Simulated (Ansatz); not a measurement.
Ansatz (a program for electronic structure) run on Ca3BiP (P4mm, 5 atoms in the cell): self-consistent single point.

Method of the run: PBEsol, default PAW files made with PBE (plane waves; Ansatz).

```
Ca3BiP
1.0
    5.40122     0.00000     0.00000
    0.00000     5.40122     0.00000
    0.00000     0.00000     5.40122
Ca Bi P
3 1 1
Direct
  0.00926   0.50000   0.50000
  0.50000   0.00000   0.50000
  0.50000   0.50000   0.00000
  0.00000   0.00000   0.00000
  0.50000   0.50000   0.50000
```

Reference input (self-consistent single point, DFT, PBEsol, plane waves, default PAW files made with PBE): basis.ecutwfc = 420 eV; kpoints.mp_grid.grid = 5 5 5; hamiltonian.xc = pbesol; hamiltonian.pseudopotentials = {kind: paw} (the program's default PAW files); scf.occupations.method = fermi_dirac; scf.occupations.width = 0.1 eV. This run's input differs from it in these lines:

Ansatz 0.2 input:
```diff
@@ -15,3 +15,3 @@
 kpoints:
-  mp_grid: { grid: [5, 5, 5] }
+  mp_grid: { grid: [9, 9, 9], shift: [0.5, 0.5, 0.5] }
 hamiltonian:
```

The program printed (abridged):

```
SCF iter   1: F=—  HF=-18368.199003 eV  |F-HF|=—  |Δ(HF+E_count)|=         —  Δρ=3.13e-3  dr2=3.56e-2  ethr=1.77e-3  ⟨swp⟩=12.2  Hψ=12620  notcnv=0
all-band conjugate gradients solve this SCF's bands
preconditioner: auto → Resta (q_TF=auto, 2.253 Å⁻¹)
SCF iter   2: F=—  HF=-18368.190794 eV  |F-HF|=—  |Δ(HF+E_count)|=   8.21e-3  Δρ=1.44e-3  dr2=7.21e-3  ethr=7.12e-5  ⟨swp⟩=2.1  Hψ=3579  notcnv=0
SCF iter   3: F=—  HF=-18368.188991 eV  |F-HF|=—  |Δ(HF+E_count)|=   1.80e-3  Δρ=3.88e-4  dr2=3.12e-4  ethr=1.44e-5  ⟨swp⟩=2.1  Hψ=2850  notcnv=0
SCF iter   4: F=—  HF=-18368.189000 eV  |F-HF|=—  |Δ(HF+E_count)|=   8.63e-6  Δρ=9.20e-5  dr2=2.58e-5  ethr=6.23e-7  ⟨swp⟩=3.0  Hψ=4552  notcnv=0
SCF iter   5: F=—  HF=-18368.189017 eV  |F-HF|=—  |Δ(HF+E_count)|=   1.67e-5  Δρ=2.46e-5  dr2=6.48e-7  ethr=5.16e-8  ⟨swp⟩=2.0  Hψ=3243  notcnv=0
SCF iter   6: F=-18368.189017 eV  HF=-18368.189017 eV  |F-HF|=2.79e-8  |Δ(HF+E_count)|=   3.75e-7  Δρ=5.94e-6  dr2=5.25e-8  ethr=2.00e-10  ⟨swp⟩=10.1  Hψ=11802  notcnv=0
SCF 1 converged in 6 iterations: F = -18368.189017 eV  dr2 = 5.25e-8
Free energy (F): -18368.189017 eV
Internal energy: -18368.186924 eV  (E = F + TS)
E sigma→0 (E₀):  -18368.187970 eV
Entropy (-TS):   -0.002094 eV (-0.419 meV/atom)
Fermi energy:    6.988290 eV
--- Forces (eV/Å), atoms counted from 1 ---
  atom   1  Ca    -0.46298125     0.00000000     0.00000000
  atom   2  Ca     0.04797966     0.00000000     0.00000000
  atom   3  Ca     0.04797966    -0.00000000     0.00000000
  atom   4  Bi     0.02063800     0.00000000     0.00000000
  atom   5  P      0.34639332     0.00000000     0.00000000
--- Stress (GPa, compression-positive) ---
       -0.951484      -0.000000       0.000000
       -0.000000      -1.034433       0.000000
        0.000000       0.000000      -1.034433
  P = ⅓ Tr σ = -1.0068 GPa (-10.068 kbar)
  The stress holds the Pulay correction. Without it, at fixed plane waves, as pw.x and ABINIT print it: P = -1.0156 GPa
```

The run converged in 6 iterations. Against the reference run the free energy goes down by 1.1 meV/atom, the pressure hardly changes (-0.99 to -1.01 GPa) and the largest force moves little (0.462 to 0.463 eV/Å).

The starting cell comes from a database of computed structures (which also holds hypothetical and non-ambient phases and stackings), without a prior relaxation at this level. Its lattice was rescaled by up to half a per cent. One atom was moved a little off its site on purpose. Ansatz's pressure includes its estimate of the finite-basis (Pulay) stress.
